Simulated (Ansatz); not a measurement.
## Fermi-surface data of ScAu (Pm-3m)

```
CELL_PARAMETERS angstrom
      3.35460     0.00000     0.00000
      0.00000     3.35460     0.00000
      0.00000     0.00000     3.35460
ATOMIC_POSITIONS crystal
  Sc 0.50000 0.50000 0.50000
  Au 0.00000 0.00000 0.00000
```

Level of theory: PBEsol, rigid bands (plane waves, PAW, scalar-relativistic; Ansatz, an electronic-structure program). Cell: cell and atoms relaxed with PBEsol.

The density of states at the Fermi level is 1.48 states/(eV·cell), both spins, the bare Sommerfeld coefficient is 1.75 mJ/(mol of atoms·K²) and the drude plasma energy is 5.8 eV. The root-mean-square Fermi velocity comes out as 5.7e5 m/s and the resistivity times τ is 14.6 ×10⁻²² Ω·m·s.

A metal at this level (no band gap); rigid bands, thermally averaged at 300 K, both spins. Spin-orbit coupling is left out, which matters with elements this heavy. τ is one relaxation time for all states.

Formula and space group known from diffraction (Crystallography Open Database), not checked to be the room-temperature form: ScAu (Pm-3m).
